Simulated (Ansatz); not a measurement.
**CsCl-type ScAg**

Calculation: LDA (Ansatz, a program for electronic structure, PAW).

Numerical settings: plane-wave cutoff 500 eV, 16×16×16 k mesh, Fermi–Dirac smearing 0.1 eV, no spin polarisation, scalar-relativistic PAW data made under PBE.

Cell: relaxed at this level.

```yaml
equilibrium_volume_per_atom: 18.62 Å³/atom
lattice_parameter_a: 3.339 Å
band_gap: none
```

Note: the volume lies 6 % below that of the published cell.

Spin–orbit coupling is not included.

Computed values are for the static lattice.

It cost around 40 core-seconds (rough) of CPU time.
